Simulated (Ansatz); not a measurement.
Abridged Ansatz (a quantum-chemistry and plane-wave program) output:

```
Relaxation: its limit of steps is 50 (relax.max_steps)
Pseudopotential: Zr, paw, valence charge 12
Pseudopotential: O, paw, valence charge 6
Crystal: 12 atoms, lattice volume = 144.235 Å³
Basis set: ecut = 420 eV, 2845 PW (Γ), exchange–correlation on 72×72×72 points (8 copies of the dense FFT grid, shifted against one another)
Bands: 60, of which v1, the nominal top of the filled ones, is band 48 counted from 1 (47 counted from 0)
Symmetry: 4 space group operations
k-points: 39 of 125
Functional: x = pbe(κ = 0.804, μ = 0.2195149727645171), c = pbe(β = 0.06672455060314922)
SCF iter   1: F=—  HF=-21296.133837 eV  |F-HF|=—  |Δ(HF+E_count)|=         —  Δρ=3.31e-3  dr2=4.79e-3  ethr=1.77e-3  ⟨swp⟩=5.1  Hψ=8974  notcnv=0  defer=7
SCF iter   2: F=—  HF=-21296.134661 eV  |F-HF|=—  |Δ(HF+E_count)|=   8.24e-4  Δρ=1.73e-3  dr2=1.06e-3  ethr=4.99e-6  ⟨swp⟩=2.0  Hψ=4562  notcnv=0  defer=15
SCF 1 converged in 7 iterations: F = -21296.135850 eV  dr2 = 2.60e-8
relax step   1: F+E_penalty+E_count = -21296.13585005 eV  Δ(F+E_penalty+E_count) = +0.000e0 eV  max|allowed force component| = 3.419e-4 eV/Å  Δτ_max = 0.0000 Å  P = -0.000 GPa  Ω = 144.235 Å³  (7 SCF iters, dr2 threshold 1.00e-7 eV, accepted)
[... steps on the carried basis left out ...]
relax step  13: F+E_penalty+E_count = -21296.00945013 eV  Δ(F+E_penalty+E_count) = -5.348e-6 eV  max|allowed force component| = 1.520e-4 eV/Å  Δτ_max = 0.0000 Å  P = -2.667 GPa  Ω = 146.529 Å³  stress off target by 2.40e-3 GPa  SCF on the basis re-selected at this cell (its energy is not comparable with the rows above)  (5 SCF iters)
SCF converged after 5 iterations
Free energy (F): -21296.009450 eV
Internal energy: -21296.009450 eV  (E = F + TS)
E sigma→0 (E₀):  -21296.009450 eV
Fermi energy:    11.774457 eV
--- Forces (eV/Å), atoms counted from 1 ---
  atom   1  Zr    -0.00015197    -0.00012019    -0.00007296
  atom   2  Zr     0.00015197    -0.00012019     0.00007296
  atom   3  Zr     0.00015197     0.00012019     0.00007296
[...]
  atom  11  O      0.00003727     0.00001993     0.00002846
  atom  12  O     -0.00003727     0.00001993    -0.00002846
--- Stress (GPa, compression-positive) ---
       -7.999318       0.000000      -0.002154
        0.000000      -0.000408       0.000000
       -0.002154       0.000000      -0.000893
  P = ⅓ Tr σ = -2.6669 GPa (-26.669 kbar)
--- Relaxed structure (10 steps of the walk, 10 accepted, 3 SCFs on fresh bases) ---
  cell:  # Å, volume = 146.5286 Å³
    - [5.375859371580443, 0.0, -0.049916139547947054]
    - [0.0, 5.182373091143606, 0.0]
    - [-0.9880780201077337, 0.0, 5.2686915436198145]
  atoms:
    - { symbol: Zr, position: [0.27395968903362944, 0.04390418069694711, 0.20821273008198976] }
    - { symbol: Zr, position: [0.7260403109663708, 0.5439041806969472, 0.2917872699180104] }
    - { symbol: Zr, position: [0.7260403109663707, 0.9560958193030531, 0.7917872699180104] }
    - { symbol: Zr, position: [0.27395968903362944, 0.4560958193030529, 0.70821273008199] }
    - { symbol: O, position: [0.06143667021221519, 0.31982548999171667, 0.35345004877492286] }
    - { symbol: O, position: [0.9385633297877852, 0.8198254899917164, 0.1465499512250773] }
    - { symbol: O, position: [0.9385633297877848, 0.6801745100082836, 0.6465499512250776] }
    - { symbol: O, position: [0.06143667021221513, 0.18017451000828338, 0.8534500487749227] }
    - { symbol: O, position: [0.45655569398127627, 0.7544135024472125, 0.4755572849773226] }
    - { symbol: O, position: [0.543444306018724, 0.2544135024472124, 0.02444271502267763] }
    - { symbol: O, position: [0.543444306018724, 0.24558649755278764, 0.5244427150226777] }
    - { symbol: O, position: [0.45655569398127627, 0.7455864975527875, 0.9755572849773226] }
```

What was computed, and what are the main results?

ZrO2, 12 atoms in the cell, with PBE/PAW in Ansatz, spin-orbit coupling left out, from a series relaxed to a target (uniaxial stress, 8 GPa tension along x). The last SCF converged to F = -21296.009450 eV, or -1774.6675 eV per atom. The total energy compares only with runs of the same code, potentials and settings.

Load acts through the strain it causes; cell and atoms are relaxed under it. Beyond what the load breaks, stability against distortions was not tested. The cell was made from ZrO2 (space group P2_1/c, No. 14) by this change: uniaxial stress, 8 GPa tension along x.

Keys are those of Ansatz 0.2.
